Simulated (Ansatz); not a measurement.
Consider AlRh in the CsCl type structure (space group Pm-3m, No. 221; a cell from a computed database, its experimental status unchecked; relaxed with 0.1 eV smearing).

```xyz
2
Lattice="2.9725 0.0000 0.0000 0.0000 2.9725 0.0000 0.0000 0.0000 2.9725" Properties=species:S:1:pos:R:3 pbc="T T T"
Al     0.0000     0.0000     0.0000
Rh     1.4862     1.4862     1.4862
```

Cartesian axes are those of the cell as printed.

Method: PBEsol in Ansatz (plane waves to 420 eV, PAW, scalar-relativistic without spin-orbit coupling).

Now apply this change: the cell is compressed by 1.43 % along z with no lateral relaxation, atoms relaxed at fixed cell.

### Question
Predict the stress tensor and what it implies for the stiffness.

### Answer
Stress of the strained cell less that of the base (GPa, compression positive):
```
    2.2     0.0     0.0
    0.0     2.2     0.0
    0.0     0.0     5.1
```

Then −Δσ_ii/ε with ε = -0.0143 gives secant stiffness values (nonlinear terms included at this strain): C33 ≈ 356 GPa, C13 ≈ 156 GPa and C23 ≈ 156 GPa.

Stability against distortions was not tested. All final runs are without spin polarisation.

Ansatz is a program for electronic structure.
